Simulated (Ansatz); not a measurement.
System: zinc-blende NaH (model structure). Method: HSE06 (PAW; Ansatz, a quantum-chemistry and plane-wave program).

Numerical settings: plane-wave cutoff 500 eV, 8×8×8 k mesh, gaussian smearing 0.02 eV, scalar-relativistic PAW data made under PBE.

Cell (relaxed at this level):

```
NaH
1.0
    0.00000     2.59874     2.59874
    2.59874     0.00000     2.59874
    2.59874     2.59874     0.00000
Na H
1 1
Direct
  0.00000   0.00000   0.00000
  0.25000   0.25000   0.25000
```

Question: Predict the band gap.

Answer: 
band gap: 4.61 eV (on the SCF k mesh)

Note: the relaxation could raise the start's symmetry but not lower it, so the cell can be a saddle point.

Static lattice: no zero-point or thermal effects.

Computing time: around 4 core-minutes (rough).

A model structure was made by putting elements into a prototype or built by hand; it is no filed structure, need not be a known phase, and can be a saddle point held by its symmetry.
